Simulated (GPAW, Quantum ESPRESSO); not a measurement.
A Quantum ESPRESSO input for a self-consistent single point of SnF3 (Fm-3m, 8 atoms in the cell) (DFT, PBEsol, plane waves, GBRV 1.5 ultrasoft (PBESOL) pseudopotentials):

```fortran
&CONTROL
 calculation = 'scf',
 prefix = 'snf3',
 outdir = './tmp',
 pseudo_dir = './',
 verbosity = 'high',
 tprnfor = .true.,
 tstress = .true.,
/
&SYSTEM
 ibrav = 0,
 nat = 8,
 ntyp = 2,
 ecutwfc = 40,
 ecutrho = 200,
 occupations = 'smearing',
 smearing = 'fd',
 degauss = 0.0036749,
/
&ELECTRONS
 conv_thr = 1.0e-11,
 mixing_beta = 0.3,
/
ATOMIC_SPECIES
Sn   118.7100  sn_pbesol_v1.4.uspp.F.UPF
F     18.9984  f_pbesol_v1.4.uspp.F.UPF
CELL_PARAMETERS {angstrom}
   0.0000000000     4.2261950000     4.2261950000
   4.2261950000     0.0000000000     4.2261950000
   4.2261950000     4.2261950000     0.0000000000
ATOMIC_POSITIONS {crystal}
Sn    0.5000000000    0.5000000000    0.5000000000
Sn    0.0000000000    0.0000000000    0.0000000000
F     0.7281900000    0.2718100000    0.7281900000
F     0.2718100000    0.7281900000    0.2718100000
F     0.7281900000    0.2718100000    0.2718100000
F     0.2718100000    0.7281900000    0.7281900000
F     0.7281900000    0.7281900000    0.2718100000
F     0.2718100000    0.2718100000    0.7281900000
K_POINTS {automatic}
6 6 6  0 0 0
```

Question: Write the same calculation as an input for GPAW.

Answer: This is the input that was run; spellings and numerical settings could be chosen otherwise.

```python
from ase import Atoms
from ase.units import GPa
from gpaw import GPAW

atoms = Atoms(['Sn', 'Sn', 'F', 'F', 'F', 'F', 'F', 'F'],
              cell=[[0.000000, 4.226195, 4.226195],
                    [4.226195, 0.000000, 4.226195],
                    [4.226195, 4.226195, 0.000000]],
              positions=[[4.226195, 4.226195, 4.226195],
                         [0.000000, 0.000000, 0.000000],
                         [4.226195, 6.154946, 4.226195],
                         [4.226195, 2.297444, 4.226195],
                         [2.297444, 4.226195, 4.226195],
                         [6.154946, 4.226195, 4.226195],
                         [4.226195, 4.226195, 6.154946],
                         [4.226195, 4.226195, 2.297444]],
              pbc=True)

calc = GPAW(mode={'name': 'pw', 'ecut': 950},
            xc='PBEsol',
            kpts={'size': (6, 6, 6), 'gamma': True},
            occupations={'name': 'fermi-dirac', 'width': 0.05},
            nbands=-4,
            convergence={'density': 1e-05, 'energy': 1e-05, 'bands': -2},
            symmetry={'symmorphic': False, 'tolerance': 0.0005},
            maxiter=150)

atoms.calc = calc

energy = atoms.get_potential_energy()
print('Energy (eV):', round(energy, 6))
forces = atoms.get_forces()
print('Forces (eV/Ang):')
print(forces.round(5))
stress = atoms.get_stress()
print('Stress (GPa, Voigt):', (stress / GPa).round(4))
```

Basis settings and potentials, where a program has them, do not carry over. This input uses DFT PBEsol, plane waves, GPAW PAW datasets PBEsol (made by gpaw-setup).

The starting cell comes from a database of computed structures (which also holds hypothetical and non-ambient phases and stackings), without a prior relaxation at this level. Its lattice was rescaled by a random factor within 2.5 % of one. For this run, on top of that: lattice scaled by 0.98.
